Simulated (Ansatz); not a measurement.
The starting structures come from a database of crystals and need not be the phases stable at ambient conditions.

Data:

```yaml
crystal:
  lattice:
    - [4.82923, 0.00000, 0.00000]
    - [0.00000, 6.28609, 0.00000]
    - [0.00000, 0.00000, 8.54838]
  atoms:
    - { symbol: Li, position: [0.00000, 0.50000, 0.00000] }
    - { symbol: Li, position: [0.50000, 0.00000, 0.00000] }
    - { symbol: Li, position: [0.50000, 0.00000, 0.50000] }
    - { symbol: Li, position: [0.00000, 0.50000, 0.50000] }
    - { symbol: Ta, position: [0.53779, 0.31283, 0.25000] }
    - { symbol: Ta, position: [0.46221, 0.68717, 0.75000] }
    - { symbol: Ta, position: [0.03779, 0.18717, 0.75000] }
    - { symbol: Ta, position: [0.96221, 0.81283, 0.25000] }
    - { symbol: O, position: [0.68792, 0.03406, 0.25000] }
    - { symbol: O, position: [0.31208, 0.96594, 0.75000] }
    - { symbol: O, position: [0.18792, 0.46594, 0.75000] }
    - { symbol: O, position: [0.81208, 0.53406, 0.25000] }
    - { symbol: O, position: [0.18197, 0.81795, 0.08047] }
    - { symbol: O, position: [0.81803, 0.18205, 0.91953] }
    - { symbol: O, position: [0.68197, 0.68205, 0.91953] }
    - { symbol: O, position: [0.31803, 0.31795, 0.08047] }
    - { symbol: O, position: [0.31803, 0.31795, 0.41953] }
    - { symbol: O, position: [0.68197, 0.68205, 0.58047] }
    - { symbol: O, position: [0.81803, 0.18205, 0.58047] }
    - { symbol: O, position: [0.18197, 0.81795, 0.41953] }
```

Space group of this cell: Pnma. The cell is strained (lengths across the current scaled by 0.98, ions clamped); by PBEsol its mean pressure is 0.7 GPa.

Transport runs along the normal of the first two printed cell vectors.

The gap is the functional's own, uncorrected, and κ follows it; spin-orbit coupling is left out. Mid-gap values are interpolated between the computed energies.

**Question.** Compute, with PBEsol in Ansatz (an electronic-structure program), the band gap and the smallest decay constant κ at mid-gap.

**Answer.** Gap 3.57 eV on a 6×6×4 mesh; κ = 0.464 1/Å, at (0.167, 0.000) of the in-plane reciprocal vectors. At the zone centre, at the nearest computed energy, the slowest state has κ = 0.49 1/Å.
